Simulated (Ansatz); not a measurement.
ZnO, response to strain

Base system: ZnO in the wurtzite structure (space group P6_3mc, No. 186).

```yaml
crystal:
  lattice:
    - [3.18693, 0.00000, 0.00000]
    - [-1.59347, 2.75997, 0.00000]
    - [0.00000, 0.00000, 5.15257]
  atoms:
    - { symbol: Zn, position: [0.33333, 0.66667, 0.00179] }
    - { symbol: Zn, position: [0.66667, 0.33333, 0.50179] }
    - { symbol: O, position: [0.33333, 0.66667, 0.38021] }
    - { symbol: O, position: [0.66667, 0.33333, 0.88021] }
```

Cartesian axes are those of the cell as printed.

Strains are applied to the cell and any free atomic positions relax.

Calculations: LDA, PAW, 420 eV (Ansatz, a quantum-chemistry and plane-wave program; scalar-relativistic without spin-orbit coupling).

Notes on the quantities. energy relative to the base: free energy F; pressure: mean of the normal stresses, compression positive.

```json
[
 {"case": "base", "width of the top valence band": "1.93 eV", "band gap": "0.80 eV", "volume per atom": "11.33 Å³", "energy relative to the base": "0 meV/atom", "pressure": "0.00 GPa"},
 {"case": "uniaxial strain ε_zz = −3.00 %", "width of the top valence band": "?", "band gap": "?", "volume per atom": "10.99 Å³", "energy relative to the base": "?", "pressure": "?"},
 {"case": "uniaxial strain ε_zz = −2.40 %", "width of the top valence band": "2.02 eV", "band gap": "0.87 eV", "volume per atom": "11.06 Å³", "energy relative to the base": "+4.8 meV/atom", "pressure": "4.05 GPa"},
 {"case": "uniaxial strain ε_zz = −1.80 %", "width of the top valence band": "1.99 eV", "band gap": "0.85 eV", "volume per atom": "11.13 Å³", "energy relative to the base": "+2.7 meV/atom", "pressure": "3.01 GPa"},
 {"case": "uniaxial strain ε_zz = −1.20 %", "width of the top valence band": "1.96 eV", "band gap": "0.83 eV", "volume per atom": "11.19 Å³", "energy relative to the base": "+1.2 meV/atom", "pressure": "1.98 GPa"},
 {"case": "uniaxial strain ε_zz = −0.60 %", "width of the top valence band": "1.93 eV", "band gap": "0.82 eV", "volume per atom": "11.26 Å³", "energy relative to the base": "+0.3 meV/atom", "pressure": "0.98 GPa"}
]
```

**Question.** Some entries are withheld; estimate them.

**Answer.** 
- uniaxial strain ε_zz = −3.00 %, width of the top valence band: 2.04 eV
- uniaxial strain ε_zz = −3.00 %, band gap: 0.88 eV
- uniaxial strain ε_zz = −3.00 %, energy relative to the base: +7.5 meV/atom
- uniaxial strain ε_zz = −3.00 %, pressure: 5.12 GPa

Stability against distortions was not tested.
